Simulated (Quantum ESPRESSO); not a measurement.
# Short convergence ladders for NaMoO2 (R3m, 4 atoms in the cell)

```
CELL_PARAMETERS angstrom
      1.60869    -0.92878     5.19322
      0.00000     1.85756     5.19322
     -1.60869    -0.92878     5.19322
ATOMIC_POSITIONS crystal
  Na 0.50321 0.50321 0.50321
  Mo 0.00000 0.00000 0.00000
  O  0.26510 0.26510 0.26510
  O  0.73490 0.73490 0.73490
```
Moments meant for the start (each program seeds them in its own way; μB, in the order of the atoms Na Mo O O): 0.0 2.0 0.0 0.0.

Base method: LDA (PZ), GBRV 1.5 ultrasoft (LDA) pseudopotentials (plane waves; Quantum ESPRESSO).

Base settings: ecutwfc = 40 Ry; ecutrho = 320 Ry; occupations = smearing; smearing = fd; degauss = 0.0036749 Ry; nspin = 2; potentials = {Na: na_lda_v1.5.uspp.F.UPF, Mo: mo_lda_v1.uspp.F.UPF, O: o_lda_v1.2.uspp.F.UPF}; K_POINTS = automatic 3 3 3 0 0 0; conv_thr = 1e-10 Ry; mixing_beta = 0.3.

The count of work is k-points × plane waves × bands × iterations; it is no time. 

**The cutoff for other potential files**

Level: DFT, LDA (PZ), plane waves, PSlibrary ultrasoft (LDA, semicore) pseudopotentials.

In this ladder: pseudopotentials = {Na: Na.pz-spn-rrkjus_psl.1.0.0.UPF, Mo: Mo.pz-spn-rrkjus_psl.1.0.0.UPF, O: O.pz-n-rrkjus_psl.1.0.0.UPF}. Moved along: ecutrho.

The second cell is the first with its lattice scaled by 0.98.

The mesh stays at the base's, so the ladder's end is converged at best in this setting alone.

Only quantities that move along the ladder and can be compared are tabulated.

```tsv
ecutwfc	free energy less the last step's (meV/atom)	energy of the compressed cell less the first (meV/atom)	pressure (GPa)	largest difference of a force vector from the last step's (eV/Å)	count of work / last
34 Ry	828.25	-47.27	-73.87	0.219	0.096
41 Ry	152.34	-38.10	-25.74	0.013	0.14
52 Ry	55.23	-38.20	-14.43	0.006	0.22
64 Ry	26.78	-38.51	-14.96	0.005	0.30
75 Ry	10.13	-38.89	-14.29	0.001	0.36
90 Ry	4.04	-38.85	-13.83	0.000	0.49
112 Ry	1.59	-38.88	-13.80	0.000	0.61
150 Ry	0.00	-38.88	-13.73	0.000	1.0
```

Coarsest ecutwfc that holds the pressure within 1 GPa of the last step, with all finer ones: 75 Ry, at 0.36 of the last step's count of work; the step before is off by 1.2 GPa.

Coarsest ecutwfc that holds the forces within 0.01 eV/Å of the last step, with all finer ones: 52 Ry, at 0.22 of the last step's count of work; the step before is off by 0.013 eV/Å.

State of the free energy at the end of the ladder: still drifting one way, by 4.0 meV/atom over the last two steps, so the last step is no safe reference.

At the lowest cutoff the pressure lies 60.1 GPa under the last step's, the usual sign of Pulay stress in an incomplete plane-wave basis.

**The density cutoff**

The second cell is the first with its lattice scaled by 0.98.

The mesh stays at the base's, so the ladder's end is converged at best in this setting alone.

Only quantities that move along the ladder and can be compared are tabulated.

| ecutrho | free energy less the last step's (meV/atom) | energy of the compressed cell less the first (meV/atom) | pressure (GPa) | largest difference of a force vector from the last step's (eV/Å) |
|---|---|---|---|---|
| 80 Ry | -16.39 | -37.55 | -12.96 | 0.035 |
| 120 Ry | 1.62 | -39.40 | -14.03 | 0.004 |
| 160 Ry | -0.15 | -39.57 | -13.98 | 0.002 |
| 200 Ry | -0.15 | -39.38 | -13.97 | 0.001 |
| 240 Ry | -0.03 | -39.40 | -13.95 | 0.002 |
| 320 Ry | 0.07 | -39.44 | -13.97 | 0.000 |
| 400 Ry | 0.01 | -39.44 | -13.97 | 0.000 |
| 480 Ry | -0.01 | -39.44 | -13.97 | 0.000 |
| 640 Ry | 0.00 | -39.43 | -13.97 | 0.000 |

Coarsest ecutrho that holds the forces within 0.02 eV/Å of the last step, with all finer ones: 120 Ry; the step before is off by 0.035 eV/Å.

Coarsest ecutrho that holds the energy of the compressed cell less the first within 1 meV/atom of the last step, with all finer ones: 120 Ry; the step before is off by 1.9 meV/atom.

Coarsest ecutrho that holds the free energy within 0.5 meV/atom of the last step, with all finer ones: 160 Ry; the step before is off by 1.6 meV/atom.

The energy difference between the two cells stays within 1 meV/atom of the last step's from 120 Ry on, the total only from 160 Ry on: much of the error is common to both cells and cancels.

On the base run: the starting cell comes from a database of computed structures (which also holds hypothetical and non-ambient phases and stackings), without a prior relaxation at this level. Its lattice was rescaled by up to half a per cent. One atom was moved a little off its site on purpose. The moments shrank to a small part of their start, a low-spin state that need not be the lowest. In the base run, with a pressure of about -14 GPa the cell is away from its equilibrium volume at this level. Without a gap this mesh is coarse (it stands for a supercell whose shortest vector is 10 Å).
